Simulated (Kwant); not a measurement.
System: wire with an antidot in a In0.53Ga0.47As two-dimensional gas. Effective mass 0.041 mₑ, grid spacing 3.3 nm, hard walls, nominal width 56 nm (17 grid rows, so walls 59.4 nm apart), one parabolic valley, scattering region 240 nm long along x; energies count from the band bottom; Fermi energy swept from 0.00071652 to 0.02509 eV. Hard-wall hole of radius 13 nm, 8 nm off the axis.

Constants are typed, rounded textbook-type inputs, not results; the design itself was drawn at random and stands for no fabricated device.

Computed with Kwant: effective-mass tight-binding model on a square grid, one spin, coherent transport at 0 K. Conductance is in e²/h.

Density of the scattering states that come in from the left lead, at energy = 0.01308 eV, in bins, relative to the largest site value (x marks bins outside the device):

```
|00000000000000000000000000000000000000000000|
|12221112210001233210000000000000000000000000|
|244432343210024665200xx000000000000000000000|
|366533455310025887310xx000000001111111100000|
|37753346642002589830xxxx00000011111111100000|
|36752235542002478730xxxx00000001111111100000|
|35531024431002356520xxxx00000000011110000000|
|24420013321111223320xxxx00000000000000000000|
|12210122210122101220xxxx00000000000000000000|
|111123331002442001210xx000000000000000000000|
|00125663101365301243210000000000000000000000|
|00147884101477522355422111110000000000000011|
|00248995101477533467643211110000000000000011|
|00247984101366533466643211110000000000000011|
|00135663101244433355432111000000000000000000|
|00013331000122211222221100000000000000000000|
|00000100000000000000000000000000000000000000|
```
Scale: ten equal steps from 0.000 (start of '0') to 1.00 (end of '9'), in the order '0123456789'; x runs from -116 to 116, y from -25.2 (bottom) to 25.2 (top).

The conductance there is 0.60 e²/h with 2 open channel(s) in the leads.
